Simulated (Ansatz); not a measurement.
Consider interstitial Ca in rutile TiO2, charge state +2. These are PBE, PAW (plane waves to 420 eV; Ansatz, a quantum-chemistry and plane-wave program) values and carry that method's errors.

Cell of 72 host sites held at the relaxed PBE lattice; a 2×2×2 k-point mesh shifted by half a step; Fermi-Dirac width 0.01 eV, spin-restricted; finite-size errors left in. Static, classical nuclei. The charge state is imposed; whether it is stable for some Fermi level was not computed. Sites that were not tried may lie lower.

Relaxed starting cell (atoms counted from 1):

```
CaTi24O48
1.0
    9.28699     0.00000     0.00000
    0.00000     9.28699     0.00000
    0.00000     0.00000     8.89145
Ti O Ca
24 48 1
Direct
  0.99042   0.23202   0.99630
  0.00593   0.00441   0.33153
  0.00752   0.00254   0.66656
  0.99603   0.53767   0.99831
  0.00086   0.48700   0.32692
  0.99606   0.49192   0.66548
  0.49602   0.99937   0.99925
  0.49977   0.99001   0.33959
  0.49599   0.99263   0.66020
  0.50257   0.50705   0.00150
  0.50611   0.50323   0.34155
  0.50628   0.50598   0.65997
  0.27341   0.25291   0.17312
  0.24410   0.24624   0.50116
  0.27188   0.25739   0.82900
  0.26508   0.74881   0.17661
  0.23412   0.73959   0.50036
  0.26492   0.74800   0.82452
  0.72731   0.24837   0.17465
  0.76209   0.24478   0.50081
  0.72446   0.24902   0.82625
  0.74048   0.75352   0.16848
  0.76532   0.74931   0.49906
  0.74056   0.75640   0.83061
  0.17203   0.14870   0.00085
  0.15611   0.15612   0.33266
  0.15607   0.15619   0.66854
  0.14365   0.67166   0.00030
  0.15964   0.63750   0.33438
  0.16004   0.63702   0.66671
  0.65133   0.14770   0.00059
  0.65470   0.14652   0.33576
  0.65403   0.14681   0.66453
  0.65043   0.64212   0.00043
  0.65326   0.65036   0.33814
  0.65260   0.65082   0.66358
  0.08351   0.39062   0.15321
  0.09091   0.39623   0.50023
  0.08325   0.38955   0.85060
  0.11515   0.88934   0.21588
  0.09627   0.90136   0.49998
  0.11536   0.88874   0.78465
  0.59150   0.39692   0.16903
  0.59581   0.40025   0.50088
  0.59038   0.39691   0.83211
  0.58960   0.89746   0.16483
  0.59910   0.90325   0.50099
  0.58930   0.89827   0.83603
  0.40723   0.09977   0.17049
  0.40195   0.09445   0.50008
  0.40661   0.10069   0.83094
  0.40450   0.59733   0.16628
  0.40455   0.59494   0.50030
  0.40444   0.59721   0.83527
  0.91646   0.11898   0.15778
  0.90566   0.10284   0.49999
  0.91564   0.11786   0.84210
  0.90447   0.60219   0.17369
  0.90642   0.59818   0.50196
  0.90399   0.60331   0.82647
  0.34842   0.35240   0.00119
  0.34622   0.35178   0.33667
  0.34553   0.35242   0.66429
  0.33810   0.85453   0.00052
  0.35597   0.83848   0.34158
  0.35591   0.83860   0.65956
  0.83376   0.35894   0.00036
  0.84183   0.34990   0.33331
  0.84143   0.34960   0.66811
  0.82516   0.83742   0.00049
  0.84195   0.85320   0.33061
  0.84181   0.85379   0.66996
  0.03303   0.93194   0.00011
```
Cell charge +2.

End state 1 differs by these moves (Å; atoms that move under 0.15 Å are left out):

| atom | element | Δx | Δy | Δz |
|---|---|---|---|---|
| 1 | Ti | 0.11 | 2.11 | 0.02 |
| 2 | Ti | -0.13 | -0.11 | 0.00 |
| 3 | Ti | -0.16 | -0.08 | 0.00 |
| 4 | Ti | 0.11 | 2.11 | -0.02 |
| 5 | Ti | -0.03 | 0.21 | 0.00 |
| 8 | Ti | -0.01 | 0.16 | 0.00 |
| 10 | Ti | -0.07 | -0.16 | 0.00 |
| 11 | Ti | -0.13 | -0.09 | 0.00 |
| 12 | Ti | -0.13 | -0.14 | 0.00 |
| 13 | Ti | -0.15 | -0.09 | -0.04 |
| 15 | Ti | -0.13 | -0.16 | 0.01 |
| 22 | Ti | -0.15 | -0.09 | 0.04 |
| 24 | Ti | -0.13 | -0.16 | -0.01 |
| 28 | O | 0.19 | -0.31 | 0.00 |
| 32 | O | -0.12 | 0.11 | 0.05 |
| 33 | O | -0.11 | 0.11 | -0.04 |
| 37 | O | 0.09 | 0.04 | 0.18 |
| 39 | O | 0.10 | 0.04 | -0.21 |
| 40 | O | -0.31 | -0.11 | -0.52 |
| 42 | O | -0.31 | -0.09 | 0.51 |
| 55 | O | -0.31 | -0.11 | 0.52 |
| 57 | O | -0.31 | -0.09 | -0.51 |
| 58 | O | 0.09 | 0.04 | -0.18 |
| 60 | O | 0.10 | 0.04 | 0.21 |
| 65 | O | -0.12 | 0.11 | -0.05 |
| 66 | O | -0.11 | 0.11 | 0.04 |
| 67 | O | 0.19 | -0.31 | 0.00 |
| 73 | Ca | -0.63 | 1.24 | 0.00 |

### Question
Give the forward and backward barriers to end state 1 at the level PBE, PAW.

### Answer
forward 1.06 eV, backward 1.06 eV; at the saddle point atom 1 has neighbours O at 1.81, 2 O at 1.82, O at 1.88 Å. The saddle point's order was not checked, and it lies on a symmetry element of the cell, where a band can be held.
